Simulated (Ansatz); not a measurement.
A working Ansatz (a quantum-chemistry and plane-wave program) input for MnNb4S8 (P6_3/m, 26 atoms in the cell) (DFT, PBEsol, plane waves, default PAW files made with PBE):

Ansatz 0.2 input:
```yaml
crystal:
  lattice:
    - [6.659994, 0.000000, 0.000000]
    - [-3.329997, 5.767724, 0.000000]
    - [0.000000, 0.000000, 12.466475]
  atoms:
    - { symbol: Mn, position: [0.000000, 0.000000, 0.000000], spin: 4.0 }
    - { symbol: Mn, position: [0.000000, 0.000000, 0.500000], spin: 4.0 }
    - { symbol: Nb, position: [0.494100, 0.987400, 0.250000] }
    - { symbol: Nb, position: [0.506700, 0.494100, 0.750000] }
    - { symbol: Nb, position: [0.012600, 0.506700, 0.250000] }
    - { symbol: Nb, position: [0.505900, 0.012600, 0.750000] }
    - { symbol: Nb, position: [0.493300, 0.505900, 0.250000] }
    - { symbol: Nb, position: [0.987400, 0.493300, 0.750000] }
    - { symbol: Nb, position: [0.000000, 0.000000, 0.250000] }
    - { symbol: Nb, position: [0.000000, 0.000000, 0.750000] }
    - { symbol: S, position: [0.168300, 0.338700, 0.126100] }
    - { symbol: S, position: [0.829600, 0.168300, 0.626100] }
    - { symbol: S, position: [0.661300, 0.829600, 0.126100] }
    - { symbol: S, position: [0.831700, 0.661300, 0.626100] }
    - { symbol: S, position: [0.170400, 0.831700, 0.126100] }
    - { symbol: S, position: [0.338700, 0.170400, 0.626100] }
    - { symbol: S, position: [0.831700, 0.661300, 0.873900] }
    - { symbol: S, position: [0.170400, 0.831700, 0.373900] }
    - { symbol: S, position: [0.338700, 0.170400, 0.873900] }
    - { symbol: S, position: [0.168300, 0.338700, 0.373900] }
    - { symbol: S, position: [0.829600, 0.168300, 0.873900] }
    - { symbol: S, position: [0.661300, 0.829600, 0.373900] }
    - { symbol: S, position: [0.333333, 0.666667, 0.878000] }
    - { symbol: S, position: [0.666667, 0.333333, 0.378000] }
    - { symbol: S, position: [0.666667, 0.333333, 0.122000] }
    - { symbol: S, position: [0.333333, 0.666667, 0.622000] }
kpoints:
  mp_grid:
    grid: [2, 2, 1]
hamiltonian:
  xc: pbesol
  pseudopotentials:
    kind: paw
magnetization:
  spin_polarized: true
scf:
  occupations:
    method: cold
    width: 0.272
output:
  forces: true
  eigenvalues: true
  stress: true
```

The run converged in 18 iterations: free energy E − TS (on the zero of these files) -57888.4935 eV; pressure -2.04 GPa; largest force (vector length) 2.185 eV/Å; size of the cell's spin moment 7.15 μB. Each of these slips is then made, one at a time:

(1)
```diff
-    - { symbol: Mn, position: [0.000000, 0.000000, 0.000000], spin: 4.0 }
-    - { symbol: Mn, position: [0.000000, 0.000000, 0.500000], spin: 4.0 }
+    - { symbol: Mn, position: [0.000000, 0.000000, 0.000000] }
+    - { symbol: Mn, position: [0.000000, 0.000000, 0.500000] }
```

(2)
```diff
-    method: cold
-    width: 0.272
+    method: fixed
```

Task: Predict the outcome of each change.

Result: 
(1) A spin-polarised run without starting moments. The run converged in 23 iterations, and against the sound input the free energy is nearly the same (within 1 meV/atom), the pressure stays at -2.04 GPa, the largest force stays at 2.185 eV/Å and the size of the net moment stays at 0.27 μB/atom.

(2) Fixed occupations in a spin-polarised run with a free moment. The program stopped before any SCF iteration.
```
Error: inconsistent input (scf.occupations.method, magnetization): a σ = 0 step fill (method: fixed, or a smearing width below the step floor) with no hard lock on the total moment puts the same N_el/2 bands in each spin channel, which gives a total moment of zero, but the starting moments sum to +8.0000 μB; make the starting moments (crystal.atoms [...]
```

The starting cell comes from a database of published, mostly measured structures (it also holds non-ambient and calculated ones), without a prior relaxation at this level. Its lattice was rescaled by a random factor within 2.5 % of one. The magnetic order is the one reached from the typed start; others were not searched systematically. In the base run, forces exceed 1 eV/Å. Ansatz's pressure includes its estimate of the finite-basis (Pulay) stress.

Left out of this page: 2 runs of the series outside the window shown, repeating another row's setting, or not comparable; 1 run of the series stopped by limits of time or memory.
